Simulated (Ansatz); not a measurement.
System: Lu (model structure, Fm-3m, No. 225, 1 atom in the cell). Method: LDA (plane waves, PAW; Ansatz, a program for electronic structure).

Numerical settings: plane-wave cutoff 520 eV, 20×20×20 k mesh, Fermi–Dirac smearing 0.05 eV, scalar-relativistic PAW data made under PBE.

Cell (relaxed at this level):

```xyz
1
Lattice="0.0000 2.3369 2.3369 2.3369 0.0000 2.3369 2.3369 2.3369 0.0000" Properties=species:S:1:pos:R:3 pbc="T T T"
Lu     0.0000     0.0000     0.0000
```

Question: Predict the bulk modulus.

Answer: 
- bulk modulus = 52.9 GPa

The run finds no gap.

Note: the bulk modulus is −V dP/dV from two relaxed cells at ±2 % in volume; the relaxation could raise the start's symmetry but not lower it, so the cell can be a saddle point.

Spin–orbit coupling is not included.

Static lattice: no zero-point or thermal effects.

The result took very roughly 40 core-seconds.

A model structure was made by putting elements into a prototype or built by hand; it is no filed structure, need not be a known phase, and can be a saddle point held by its symmetry.
